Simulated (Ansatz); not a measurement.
**BN: pressure 18 GPa**

Consider BN in the h-BN type structure (space group P6_3/mmc, No. 194; a = 2.500 Å, c = 6.413 Å; layered, stacked along the Cartesian z axis).

Now apply this change: a hydrostatic pressure of 18 GPa.

The values are results of DFT with PBEsol-D3(BJ), PAW potentials and a 420 eV plane-wave cutoff in Ansatz (a program for electronic structure), no SOC, earlier PAW set, not measurements. Settings: 15×15×5 k-points, 0.05 eV Fermi–Dirac smearing.

```json
{
 "volume_per_atom": "6.95 Å³ (base 8.68 Å³)",
 "density": "2.96 g/cm³ (base 2.37 g/cm³)",
 "lattice_parameter_a": "2.472 Å (base 2.500 Å)",
 "c/a ratio": "2.125 (base 2.565)",
 "shortest_interatomic_distance": "1.427 Å (base 1.443 Å)",
 "band_gap": "3.79 eV (base 4.08 eV)",
 "gap_character": "indirect, K–Γ (26 % along) → L–M (57 % along) (base indirect, k = (0.267, 1/3, 0) in the run's primitive reciprocal basis → M)",
 "smallest_direct_gap": "4.25 eV (base 4.49 eV)",
 "width_of_the_top_valence_band": "3.63 eV (base 3.30 eV)"
}
```

Final structure:

```xyz
4
Lattice="2.4724 0.0000 0.0000 -1.2362 2.1412 0.0000 0.0000 0.0000 5.2551" Properties=species:S:1:pos:R:3 pbc="T T T"
B      0.0000     1.4274     1.3138
B      1.2362     0.7137     3.9413
N      0.0000     1.4274     3.9413
N      1.2362     0.7137     1.3138
```

From pressure 18 GPa on, the axis ratios lie over 15 % from the base's, so the cell there is far from its starting form. Load acts through the strain it causes; cell and atoms are relaxed under it. Whether these cells are dynamically stable was not tested. Competing high-pressure phases were not computed.
